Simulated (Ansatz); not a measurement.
C interstitial in 6H silicon carbide (start: void with 3C3Si nearest, no. 1; 144-site cell, 2×2×1 shifted sampling). Calculation: PBE, PAW (plane waves to 420 eV; Ansatz, a quantum-chemistry and plane-wave program). Total energies of the localised charge states, counted from that of charge +2, and their image corrections (point charge with alignment); the host's valence-band maximum lies at 9.344 eV on the cells' energy zero and its gap is 2.01 eV.

| charge | moment (μB) | E − E(first) (eV) | correction (eV) |
|---|---|---|---|
| +2 | not spin-polarised | 0.000 | 0.712 |
| +1 | 1.0 | 10.270 | 0.210 |
| 0 | 2.0 | 21.014 | 0.000 |

Q: Derive the transition levels above the valence-band maximum and say which of them are thermodynamic.

A: A level is the Fermi energy at which two charges have equal formation energy: ε(q/q′) = [E(q′) + corr(q′) − E(q) − corr(q)] / (q − q′) − E_VBM.
ε(+2/+1) = [(10.270 + 0.210) − (0.000 + 0.712)] / 1 − 9.344 = 0.42 eV
ε(+1/0) = [(21.014 + 0.000) − (10.270 + 0.210)] / 1 − 9.344 = 1.19 eV
Thermodynamic levels at least 0.1 eV inside the gap: (+2/+1) at 0.42 eV; (+1/0) at 1.19 eV. They hold to tenths of an eV in this cell. Charges with a result: +2, +1, 0. Others weren't obtained, and one of them could lie lower, also by skipping a charge. The geometries come from one start. Flagged in the runs: a host whose relaxation on this sampling wasn't shown to rest.
